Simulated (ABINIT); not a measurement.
A self-consistent single point of HfC (Fm-3m, 2 atoms in the cell) with ABINIT.

Method: LDA (PW92), PAW (JTH v2.0 LDA PAW) (plane waves; ABINIT).

```xyz
2
Lattice="0.0000 2.3200 2.3200 2.3200 0.0000 2.3200 2.3200 2.3200 0.0000" Properties=species:S:1:pos:R:3 pbc="T T T"
Hf     0.0000     0.0000     0.0000
C      2.3200     2.3200     2.3200
```

Reference input (self-consistent single point, DFT, PBE, plane waves, PAW (JTH v2.0 PBE PAW)): pseudos = [Hf.GGA_PBE-JTH.xml, C.GGA_PBE-JTH.xml]; ecut = 21 Ha; pawecutdg = 42 Ha; pawxcdev = 0; occopt = 3; tsmear = 0.00367493 Ha; ngkpt = 10 10 10; nshiftk = 1; shiftk = 0 0 0; potentials = JTH v2.0 PBE PAW; nband = 13; kptopt = 1. This run's input differs from it in these lines:

```diff
@@ -1,4 +1,4 @@
-# HfC, JTH v2.0 PBE PAW
+# HfC, JTH v2.0 LDA PAW
 pp_dirpath "./"
-pseudos "Hf.GGA_PBE-JTH.xml, C.GGA_PBE-JTH.xml"
+pseudos "Hf.LDA_PW-JTH.xml, C.LDA_PW-JTH.xml"
 acell 3.2809754647 3.2809754647 3.2809754647 Angstrom
```

Its files differ too (potentials: JTH v2.0 PBE PAW → JTH v2.0 LDA PAW).

Output (repeated stretches shortened):

```
--- !BeginCycle
solver: {iscf: 17, nstep: 60, nline: 4, wfoptalg: 10, }
tolerances: {toldfe: 1.00E-09, }
...

     iter   Etot(hartree)      deltaE(h)  residm     nres2
 ETOT  1  -55.390941506576    -5.539E+01 2.887E+00 1.717E+01
 ETOT  2  -56.122195907750    -7.313E-01 8.893E-02 2.423E+00
 ETOT  3  -56.119426729362     2.769E-03 1.803E-02 2.656E-01
 ETOT  4  -56.119303178465     1.236E-04 5.733E-03 7.175E-02
 ETOT  5  -56.119112705272     1.905E-04 4.512E-03 6.899E-04
   [... 2 lines left out ...]
 ETOT  8  -56.119123364185     5.499E-08 1.310E-03 2.219E-06
 ETOT  9  -56.119123367027    -2.842E-09 2.702E-04 2.442E-07
 ETOT 10  -56.119123367186    -1.593E-10 2.197E-04 5.106E-08
 ETOT 11  -56.119123367115     7.147E-11 1.038E-04 1.942E-10
 At SCF step   11, etot is converged :
  for the second time, diff in etot=  7.147E-11 < toldfe=  1.000E-09

 Cartesian components of stress tensor (hartree/bohr^3)
  sigma(1 1)=  3.72402829E-04  sigma(3 2)=  0.00000000E+00
  sigma(2 2)=  3.72402829E-04  sigma(3 1)=  0.00000000E+00
  sigma(3 3)=  3.72402829E-04  sigma(2 1)=  0.00000000E+00

 ----iterations are completed or convergence reached----

 reduced coordinates (array xred) for    2 atoms
       0.000000000000      0.000000000000      0.000000000000
       0.500000000000      0.500000000000      0.500000000000
 cartesian forces (eV/Angstrom) at end:
    1     -0.00000000000000    -0.00000000000000    -0.00000000000000
    2     -0.00000000000000    -0.00000000000000    -0.00000000000000
 frms,max,avg= 0.0000000E+00 0.0000000E+00   0.000E+00  0.000E+00  0.000E+00 e/A
   [... lines left out ...]
 Fermi (or HOMO) energy (hartree) =   0.00526   Average Vxc (hartree)=  -0.46598
   [... lines left out ...]
'-kT*entropy'       : -4.02485991949724E-04
total_energy        : -5.61191222206362E+01
total_energy_eV     : -1.52707897663199E+03
...

-Cartesian components of stress tensor (GPa)         [Pressure= -1.0956E+01 GPa]
- sigma(1 1)=  1.09564677E+01  sigma(3 2)=  0.00000000E+00
- sigma(2 2)=  1.09564677E+01  sigma(3 1)=  0.00000000E+00
- sigma(3 3)=  1.09564677E+01  sigma(2 1)=  0.00000000E+00

 Calculation completed.
```

The run converged in 11 iterations. Against the reference run the pressure goes from 1.41 to -10.96 GPa.

The starting cell has typed, rounded lattice constants, without a prior relaxation at this level. With a pressure of about -11 GPa the cell is away from its equilibrium volume at this level.
